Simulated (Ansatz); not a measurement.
**Volume per atom of TiC (model structure, started from the NbAs type, I4₁md, No. 109, 4 atoms in the cell) at several levels of theory**

No measured value is used here.

```json
[
 {"level (code)": "PBE (Ansatz)", "value (Å³/atom)": "10.68"},
 {"level (code)": "PBEsol (Ansatz)", "value (Å³/atom)": "10.38"},
 {"level (code)": "PBE-D3(BJ) (Ansatz)", "value (Å³/atom)": "10.37"}
]
```

Ansatz's density-functional and Hartree–Fock values are scalar-relativistic unless marked +SOC, with PAW data made under PBE.

A model structure was made by putting elements into a prototype or built by hand; it is no filed structure, need not be a known phase, and can be a saddle point held by its symmetry.

Ansatz is a first-principles code.
